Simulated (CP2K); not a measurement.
Sensitivity of a calculation on Sr (Fm-3m, 1 atom in the cell) to its settings

```xyz
1
Lattice="4.1996 0.0000 0.0000 2.0998 3.6370 0.0000 2.0998 1.2123 3.4290" Properties=species:S:1:pos:R:3 pbc="T T T"
Sr     0.0000     0.0000     0.0000
```

Base run A: PBE, GPW, DZVP-MOLOPT-SR-GTH basis, GTH-PBE potentials (GTH_POTENTIALS) run with CP2K, self-consistent single point.

Its settings: CUTOFF = 500 Ry; REL_CUTOFF = 50 Ry; SMEAR/METHOD = GAUSSIAN; SIGMA = 0.1 eV; KPOINTS/SCHEME = MONKHORST-PACK 8 8 8; GAMMA_CENTERED = T; XC_FUNCTIONAL = PBE; Sr/BASIS_SET = DZVP-MOLOPT-SR-GTH; Sr/POTENTIAL = GTH-PBE-q10; METHOD = GPW; EPS_DEFAULT = 1e-10; NGRIDS = 5; SCF_GUESS = ATOMIC; EPS_SCF = 1e-06; MAX_SCF = 100; ADDED_MOS = 4; MIXING/METHOD = BROYDEN_MIXING; MIXING/ALPHA = 0.2; MIXING/NBUFFER = 12.

The starting cell comes from a database of computed structures (which also holds hypothetical and non-ambient phases and stackings), without a prior relaxation at this level. Its lattice was rescaled by a random factor within 2.5 % of one. Values carry the incompleteness of an atom-centred basis.

ΔF is the free energy per atom less that of run A. 

Runs:
- B: FULL_GRID: default → T
- C: SIGMA: 0.1 eV → 0.01 eV
- D: CUTOFF: 500 Ry → 580 Ry
- E: KPOINTS/SCHEME: MONKHORST-PACK 8 8 8 → MONKHORST-PACK 4 4 4
- F: lattice scaled by 0.985
- G: MIXING/METHOD: BROYDEN_MIXING → KERKER_MIXING
- H: MIXING/ALPHA: 0.2 → 0.6
- I: MIXING/NBUFFER: 12 → 6

```tsv
run	ΔF (meV/atom)	pressure (GPa)	k-points
A	0.00	0.89	260
B	0.00	0.89	512
C	3.4	0.82	260
D	0.00	0.89	260
E	-29.3	1.21	36
F	17.7	1.58	260
G	0.00	0.89	260
H	0.00	0.89	260
I	0.00	0.89	260
```

Run D against A: The free energy stays essentially unchanged (within 1 meV/atom) and the pressure stays at 0.89 GPa.

Run F against A: The free energy goes up by 17.7 meV/atom and the pressure goes from 0.89 to 1.58 GPa.
